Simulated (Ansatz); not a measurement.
The reference is Al$_{5}$W (space group P6_322, No. 182; a = 4.876 Å, c = 8.827 Å; a cell from a computed database, its experimental status unchecked). Axes: x lies along a and z along c of the hexagonal cell.

The values are results of PBEsol (Ansatz, a quantum-chemistry and plane-wave program), no spin-orbit coupling, not measurements.

Strains are applied to the cell and any free atomic positions relax; under biaxial strain the out-of-plane vector relaxes too.

One change was made to it. Results:

```csv
quantity,base,after
shortest interatomic distance,2.734 Å,2.703 Å
"pressure (mean of the normal stresses, compression positive)",0.0 GPa,0.1 GPa
```

Question: Which change produced these results?
(A) biaxial strain +0.99 %, plane normal [001], relaxed out of plane
(B) tensor shear ε_yz = +1.32 %
(C) isotropic strain +3.69 %
(D) isotropic strain +4.50 %

Answer: B, tensor shear ε_yz = +1.32 %. For comparison, the pressure in the other runs: biaxial strain +0.99 %, plane normal [001], relaxed out of plane gives -1.8 GPa; isotropic strain +4.50 % gives -13.2 GPa; isotropic strain +3.69 % gives -11.5 GPa.

Without a gap, meshes like the base's 9×9×5 leave anisotropic stresses uncertain by several tenths of a GPa, and small strain energies with them. No phonon test of stability was made. All final runs are without spin polarisation.
